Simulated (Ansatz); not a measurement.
System: CdZnS2 (P3m1, No. 156, 4 atoms in the cell; start mp-1215475). Method: dielectric-dependent PBEsol hybrid in Ansatz (plane waves, PAW).

Numerical settings: plane-wave cutoff 460 eV, 9×9×4 k mesh (along the axes of the cell as run), Fermi–Dirac smearing 0.01 eV, scalar-relativistic PAW data made under PBE.

Cell (relaxed with PBEsol):

```yaml
crystal:
  lattice:
    - [3.93366, 0.00000, 0.00000]
    - [-1.96683, 3.40665, 0.00000]
    - [0.00000, 0.00000, 6.52452]
  atoms:
    - { symbol: Zn, position: [0.00000, 0.00000, 0.99933] }
    - { symbol: Cd, position: [0.33333, 0.66667, 0.50698] }
    - { symbol: S, position: [0.33333, 0.66667, 0.89172] }
    - { symbol: S, position: [0.00000, 0.00000, 0.35397] }
```

Task: Predict the band gap.

Result: 
band gap: 2.44 eV (on the SCF k mesh)

Note: cell and atoms aren't relaxed at this level.

Spin–orbit coupling is not included.

The computed numbers hold no vibrational or temperature effects.

A start named mp-… is a Materials Project structure, which need not be a measured phase.

Ansatz is an electronic-structure program.
